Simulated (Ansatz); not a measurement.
# hypothetical P4_2/mnm GaAs with two functionals, holes 5.0×10^21 cm⁻³

Take GaAs (space group P4_2/mnm, No. 136; a = 7.025 Å, c = 4.062 Å; a hypothetical phase, not in the database extracts checked) as the base.

(Cell as relaxed with PBE.)

Levels (all Ansatz, a quantum-chemistry and plane-wave program, PAW): PBE (420 eV, spin-orbit coupling left out); PBEsol (420 eV, no spin-orbit coupling).

Each level relaxes its own structure.

```json
[
 {"base": "volume per atom", "PBE": "25.05 Å³", "PBEsol": "23.94 Å³"},
 {"base": "lattice parameter a", "PBE": "702.5 pm", "PBEsol": "691.7 pm"},
 {"base": "band gap", "PBE": "0.21 eV", "PBEsol": "0.48 eV"}
]
```

Perturbation: holes 5.0×10^21 cm⁻³, on a uniform background at fixed cell.

| quantity | PBE | PBEsol |
|---|---|---|
| gap between the host's bands | 0.24 eV | 0.51 eV |
| Fermi level relative to the doped band's edge (positive inside the band; to 0.05 eV) | +0.70 eV | +0.70 eV |
| largest internal atomic displacement | 0.014 Å | 0.013 Å |
| shift of the gap caused by the change | +0.03 eV | +0.03 eV |
| gap character | direct at Γ | direct at Γ |

PBE's gap between the host's bands lies 0.27 eV below PBEsol's; the two agree on the Fermi level from band edge, shift of the gap caused by the change and gap character. Neither level is exact; PBEsol is the comparison here, not a measurement.

Charged cell with a jellium background: band edges are those of the host's band count, energies are not comparable with the neutral cell, and many-body gap narrowing is missing. No phonon test of stability was made. A zero or small gap of GaAs can be the functional's error rather than a property of the material.
